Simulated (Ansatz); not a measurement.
## Re in the hcp (Mg type) structure (space group P6_3/mmc, No. 194)

Re is taken in the hexagonal space group P6₃/mmc (No. 194), the hcp (Mg type) structure, Pearson symbol hP2. Cell: a = 2.7751 Å, b = 2.7751 Å, c = 4.4830 Å, α = 90.00°, β = 90.00°, γ = 120.00°. Re on 2d sees 12 Re at 2.755–2.775 Å (anticuboctahedral). (Neighbours: up to the widest gap in distance over summed covalent radii, below 1.35, at either atom.)

Computed with PBE in Ansatz (plane waves to 420 eV, PAW, no spin-orbit coupling). k-mesh 19×19×11 (Γ-centred); smearing 0.05 eV (Fermi–Dirac).

| Property | Result |
|---|---|
| Volume per atom | 14.95 Å³ |
| Density | 20.68 g/cm³ |
| Band gap | zero |
| Total energy | -10868.077 eV/atom (σ→0; compares only within this code and set-up) |

Stability against distortions was not tested. The final runs are not spin-polarised.

Ansatz is a quantum-chemistry and plane-wave program.
